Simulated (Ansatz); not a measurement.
Hf: biaxial strain +0.98 %, plane normal [001], relaxed out of plane

Consider Hf in the hcp (Mg type) structure (space group P6_3/mmc, No. 194; a = 3.159 Å, c = 5.000 Å). Axes: x lies along a and z along c of the hexagonal cell.

One thing is altered: biaxial strain +0.98 %, plane normal [001], relaxed out of plane (Cartesian); in-plane vectors clamped, the third vector and the atoms free.

Computed with DFT with PBEsol, PAW potentials and a 420 eV plane-wave cutoff in Ansatz (an electronic-structure program), no spin-orbit coupling. Settings: 17×17×9 k-points, 0.05 eV Fermi–Dirac smearing.

The volume per atom rises by 0.276 Å³, from 21.61 Å³ to 21.88 Å³ and the space group remains P6_3/mmc (No. 194). The shortest interatomic distance falls by 0.003 Å (3.095 Å → 3.092 Å) and the pressure (mean of the normal stresses, compression positive) goes from zero to -1.3 GPa. The band gap is still zero and the out-of-plane strain comes out as -0.68 % (rough).

Cost of the whole job for the changed cell (relaxation, final SCF and bands): very roughly 28 core-seconds.

Without a gap, meshes like the base's 17×17×9 leave anisotropic stresses uncertain by several tenths of a GPa, and small strain energies with them. Stability against distortions was not tested. The final runs are not spin-polarised.
